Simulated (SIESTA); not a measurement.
Band structure of SiC (F-43m, 2 atoms in the cell).

```
CELL_PARAMETERS angstrom
      0.00000     2.18000     2.18000
      2.18000     0.00000     2.18000
      2.18000     2.18000     0.00000
ATOMIC_POSITIONS crystal
  Si 0.00000 0.00000 0.00000
  C  0.25000 0.25000 0.25000
```

Method of the run: GGA PBE, numerical atomic orbitals DZP, PseudoDojo PBE standard norm-conserving potentials (rewritten from UPF to PSML) in SIESTA.

Settings: XC.functional = GGA; XC.authors = PBE; potentials = PseudoDojo PBE standard; PAO.BasisSize = DZP; PAO.EnergyShift = 0.01 Ry; MeshCutoff = 300 Ry; kgrid.MonkhorstPack = 10 10 10; OccupationFunction = FD; ElectronicTemperature = 232.09 K; MaxSCFIterations = 150; SCF.Mixer.Method = Pulay; SCF.Mixer.Weight = 0.2; SCF.Mixer.History = 6; SCF.DM.Tolerance = 1.0E-04.

The starting cell has typed, rounded lattice constants, without a prior relaxation at this level. Values carry the incompleteness of an atom-centred basis.

Task: Predict the gap along the standard path and the places of the band edges.

Result: The gap along the path is 1.32 eV, from Γ to X; the smallest direct gap on it is 4.51 eV.

Levels in eV from the top of the valence band on the path, bands 1 to 5:
| point | 1 | 2 | 3 | 4 | 5 |
|---|---|---|---|---|---|
| Γ | -15.38 | 0.00 | 0.00 | 0.00 | 7.25 |
| X | -10.35 | -7.86 | -3.20 | -3.20 | 1.32 |
| W | -10.15 | -7.08 | -5.02 | -4.73 | 5.25 |
| K | -10.37 | -7.33 | -5.58 | -2.60 | 3.08 |
| L | -11.84 | -8.59 | -1.04 | -1.04 | 5.53 |
| U | -10.37 | -7.33 | -5.58 | -2.60 | 3.08 |

Higher empty bands are left out: an atom-centred basis made for the valence describes them poorly.
